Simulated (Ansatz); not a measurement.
Take SnTe in the rock salt structure (space group Fm-3m, No. 225; a = 6.2891 Å) as the base. Axes: x, y, z lie along the cube axes.

All numbers come from plane-wave PAW DFT at the PBEsol level (Ansatz, a first-principles code, 420 eV), no spin-orbit coupling.

Modification: uniaxial strain ε_zz = +0.50 %, all other strain components held at zero; the atoms relax in the strained cell.

### Question
Estimate the effect on the energy relative to the base.

### Answer
The energy rises by 0.3 meV/atom.

### Question
Estimate the effect on the stress.

### Answer
The stress (xx, yy, zz, yz, xz, xy; compression positive) is (-0.02, -0.02, -0.67, 0.00, 0.00, 0.00) GPa.

Stability against distortions was not tested.
